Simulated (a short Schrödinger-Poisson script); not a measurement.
Solved with a short Schrödinger-Poisson script written for these runs: 1D Poisson equation in equilibrium, electrons quantum, Hartree (BenDaniel-Duke, 12 states a valley, the channel's in-plane mass for all, wave functions ending at the dielectric), parabolic valleys, classical holes, full ionisation, no traps, pinning or gate leakage.

Structure: symmetric double-gate stack, SiO2 on p-type Si(100), at 400 K.

From the gate side: 2.7 nm SiO2; 4 nm Si, acceptors 7e15 cm⁻³; 2.7 nm SiO2.

The device is made up for the run: typed textbook-type constants, with dimensions and the other settings drawn at random. SiO2: permittivity 3.9, conduction-band edge (eV) 3.15, gap (eV) 9, electron mass (mₑ) 0.5. Si: permittivity 11.7, conduction-band edge (eV) 0, gap (eV) 1.124, Nv at 300 K (cm⁻³) 3.1e19.

Channel valleys (confinement mass, in-plane density-of-states mass, number): Δ2 0.916, 0.19, 2; Δ4 0.19, 0.417, 4. At the gates, both at one voltage, the conduction-band edge of layer 1 lies 3.64 eV − eVg above the Fermi level of the channel. Gaps are held at their typed values at every temperature. Mesh 0.03 nm at interfaces.

Q: Give the capacitance of both gates at Vg = 1.9 V (μF/cm²); the sheet density of all electrons at Vg = 1.9 V (cm⁻²); the sheet density of all electrons at Vg = 0.7 V (cm⁻²).

A: capacitance of both gates at Vg = 1.9 V (μF/cm²): 2.21; sheet density of all electrons at Vg = 1.9 V (cm⁻²): 1.89e13; sheet density of all electrons at Vg = 0.7 V (cm⁻²): 2.96e12.
